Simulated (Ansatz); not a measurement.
The starting structures come from a database of crystals and need not be the phases stable at ambient conditions.

 Where the default PAW files enter, the runs use the earlier of Ansatz's two default sets.

Tunnelling through a barrier is set by its complex band structure: the current falls as exp(−2κd) with the smallest κ.

Consider the following.

```
Na2PdC2
1.0
    4.51210     0.00000     0.00000
   -2.25605     3.90759     0.00000
    0.00000     0.00000     5.28300
Na Pd C
2 1 2
Direct
  0.33333   0.66667   0.72010
  0.66667   0.33333   0.27990
  0.00000   0.00000   0.00000
  0.00000   0.00000   0.62008
  0.00000   0.00000   0.37992
```

Space group of this cell: P-3m1. The cell is taken as given; by PBEsol its mean pressure is -2.1 GPa.

Transport runs along the normal of the first two printed cell vectors, the (001) plane of the conventional cell.

No gap correction and no spin-orbit coupling; mid-gap values are interpolated between computed energies.

**Question.** Compute, with PBEsol run with Ansatz (a first-principles code), the band gap and the smallest decay constant κ at mid-gap.

**Answer.** Gap 0.81 eV on a 12×12×6 mesh; κ = 0.097 1/Å, at (0.500, 0.000) of the in-plane reciprocal vectors. At the zone centre, at the nearest computed energy, the slowest state has κ = 0.16 1/Å.
